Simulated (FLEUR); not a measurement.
Troubleshooting FLEUR: a failed run on NaI (Fm-3m, 2 atoms in the cell). The aim is a self-consistent single point with DFT, LDA (Perdew-Zunger), all-electron FLAPW (FLEUR), scalar-relativistic valence.

Input as run:

```xml
# input of inpgen
scf NaI
&input film=f /
0.0000000000 6.0823764397 6.0823764397
6.0823764397 -0.0000000000 6.0823764397
6.0823764397 6.0823764397 -0.0000000000
1.0
1.0 1.0 1.0

2
11 0.0000000000 0.0000000000 0.0000000000
53 0.5000000000 0.5000000000 0.5000000000

&comp jspins=1 /
&exco xctyp='pz' /
&kpt div1=6 div2=6 div3=6 /
&end /
# inp.xml
<?xml version="1.0" encoding="UTF-8" standalone="no"?>
<fleurInput fleurInputVersion="0.39">
   <comment>
      scf NaI                                                                                             
   </comment>
   <calculationSetup>
      <cutoffs Kmax="4.0" Gmax="20.0" GmaxXC="20.0" numbands="0"/>
      <scfLoop itmax="60" minDistance="0.00001" maxIterBroyd="99" imix="Anderson" alpha="0.05" precondParam="0.0" spinf="2.0"/>
      <coreElectrons ctail="T" frcor="F" kcrel="0" coretail_lmax="0"/>
      <xcFunctional name="pz" relativisticCorrections="F"/>
      <magnetism jspins="1"/>
      <soc l_soc="F" theta="0.0" phi="0.0" spav="F"/>
      <expertModes spex="0" secvar="F"/>
      <geometryOptimization l_f="T" forcealpha="1.0" forcemix="BFGS" epsdisp="0.00001" epsforce="0.00001"/>
      <ldaU l_linMix="F" mixParam="0.05" spinf="1.0"/>
   </calculationSetup>
   <cell>
      <bzIntegration valenceElectrons="32.0" mode="gauss" fermiSmearingEnergy="0.00073499">
         <kPointListSelection listName="default-1"/>
         <!-- k-points included here -->
         <xi:include xmlns:xi="http://www.w3.org/2001/XInclude" href="kpts.xml"> </xi:include>
      </bzIntegration>
      <!-- symmetry operations included here -->
      <xi:include xmlns:xi="http://www.w3.org/2001/XInclude" href="sym.xml"> </xi:include>
      <bulkLattice scale="1.0">
         <bravaisMatrix>
            <row-1>    0.0000000000000000     6.0823764397000000     6.0823764397000000</row-1>
            <row-2>    6.0823764397000000     0.0000000000000000     6.0823764397000000</row-2>
            <row-3>    6.0823764397000000     6.0823764397000000     0.0000000000000000</row-3>
         </bravaisMatrix>
      </bulkLattice>
   </cell>
   <atomSpecies>
      <species name="Sodium (Na)" element="Na" atomicNumber="11">
         <mtSphere radius="2.66" gridPoints="879" logIncrement="0.013"/>
         <atomicCutoffs lmax="2" lnonsphr="2"/>
         <electronConfig flipSpins="F">
            <coreConfig>(1s1/2)</coreConfig>
            <valenceConfig>(2s1/2) (2p1/2) (2p3/2) (3s1/2)</valenceConfig>
            <stateOccupation state="(3s1/2)" spinUp="0.5" spinDown="0.5"/>
         </electronConfig>
         <energyParameters s="3" p="2" d="3" f="4"/>
         <lo type="SCLO" l="0" n="2" eDeriv="0"/>
         <lo type="HELO" l="1" n="3" eDeriv="0"/>
         <lo type="HELO" l="1" n="3" eDeriv="1"/>
         <lo type="SCLO" l="2" n="3" eDeriv="2"/>
         <lo type="SCLO" l="3" n="4" eDeriv="2"/>
      </species>
      <species name="Iodine (I)" element="I" atomicNumber="53">
         <mtSphere radius="2.66" gridPoints="879" logIncrement="0.015"/>
         <atomicCutoffs lmax="2" lnonsphr="2"/>
         <electronConfig flipSpins="F">
            <coreConfig>(1s1/2) (2s1/2) (2p1/2) (2p3/2) (3s1/2) (3p1/2) (3p3/2) (4s1/2) (3d3/2) (3d5/2)</coreConfig>
            <valenceConfig>(4p1/2) (4p3/2) (5s1/2) (4d3/2) (4d5/2) (5p1/2) (5p3/2)</valenceConfig>
            <stateOccupation state="(5p1/2)" spinUp="0.8333333333333" spinDown="0.8333333333333"/>
            <stateOccupation state="(5p3/2)" spinUp="1.6666666666667" spinDown="1.6666666666667"/>
         </electronConfig>
         <energyParameters s="5" p="5" d="5" f="4"/>
         <lo type="SCLO" l="1" n="4" eDeriv="0"/>
         <lo type="SCLO" l="1" n="4" eDeriv="1"/>
         <lo type="SCLO" l="2" n="4" eDeriv="0"/>
         <lo type="SCLO" l="2" n="4" eDeriv="1"/>
         <lo type="SCLO" l="0" n="5" eDeriv="2"/>
         <lo type="SCLO" l="3" n="4" eDeriv="2"/>
      </species>
   </atomSpecies>
   <atomGroups>
      <atomGroup species="Sodium (Na)">
         <relPos label="                   1">.0000000000 .0000000000 .0000000000</relPos>
         <force calculate="T" relaxXYZ="TTT"/>
      </atomGroup>
      <atomGroup species="Iodine (I)">
         <relPos label="                   2">1.000/2.000 1.000/2.000 1.000/2.000</relPos>
         <force calculate="T" relaxXYZ="TTT"/>
      </atomGroup>
   </atomGroups>
   <output dos="F" band="F" slice="F">
      <checks vchk="F" cdinf="F"/>
      <bandDOS minEnergy="-.5*Htr" maxEnergy="0.5*Htr" sigma="0.015" storeEVData="T"/>
      <vacuumDOS vacdos="F" integ="F" star="F" nstars="0" locx1="0.0" locy1="0.0" locx2="0.0" locy2="0.0" nstm="0" tworkf="0.0"/>
      <unfoldingBand unfoldBand="F" supercellX="1" supercellY="1" supercellZ="1"/>
      <plotting iplot="0" polar="F">
         <plot TwoD="T" vec1="  1.0  0.0  0.0" vec2="  0.0  1.0  0.0" vec3="  0.0  0.0  1.0" zero="  0.0  0.0  0.0" file="plot"/>
      </plotting>
      <chargeDensitySlicing numkpt="0" minEigenval="0.0" maxEigenval="0.0" nnne="0" pallst="F"/>
      <specialOutput eonly="F"/>
      <magneticCircularDichroism mcd="F" energyLo="-10.0" energyUp="0.0"/>
   </output>
  <!-- We include the file relax.xml here to enable relaxations (see documentation) -->
  <xi:include xmlns:xi="http://www.w3.org/2001/XInclude" href="relax.xml"> <xi:fallback/> </xi:include>
</fleurInput>
```

Output (repeated stretches shortened):

```
      Welcome to FLEUR        (www.flapw.de)
      MaX-Release 8.1          (www.max-centre.eu)

 ========== k-point set info ==========
 Selected k-point list: default-1
 k-point list type: mesh
 6 x 6 x 6
 Number of k points: 28

 ------------Calculation Setup---------------------------
           1           2           4           7          14          28
 Number of basis functions:          597
 Atom:            1 type:            1 nv:          483           0 lo:            5 l:            3
**************FLEUR-Error*****************
Error message: not enough lin. indep. clo-vectors
Error occurred in subroutine: vec_for_lo
Error from PE:0/1
 Last known location:
```

**Question.** Read the log: what does the program object to, and what is the fix?

**Answer.** The fault is too low an angular cutoff in the spheres; here the program stops on it instead of giving results. To fix it, raise the angular cutoff. The program stopped with an error.

An input that runs soundly differs in these lines (not the only fix; some lines may just follow from the change or write a value another way):
```diff
-         <atomicCutoffs lmax="2" lnonsphr="2"/>
+         <atomicCutoffs lmax="7" lnonsphr="5"/>
-         <atomicCutoffs lmax="2" lnonsphr="2"/>
+         <atomicCutoffs lmax="7" lnonsphr="5"/>
```

With that input, the run converged in 14 iterations: free energy E − TS -197963.2592 eV; top of the valence band (on the code's own zero) 1.09 eV; gap on the k-point mesh 3.67 eV (DFT, LDA (Perdew-Zunger), all-electron FLAPW (FLEUR), scalar-relativistic valence).

On the sound input: the starting cell comes from a database of computed structures (which also holds hypothetical and non-ambient phases and stackings), without a prior relaxation at this level. Spin-orbit coupling is off. Values depend on the basis (sphere radii, cutoffs, local orbitals), which need not be converged.
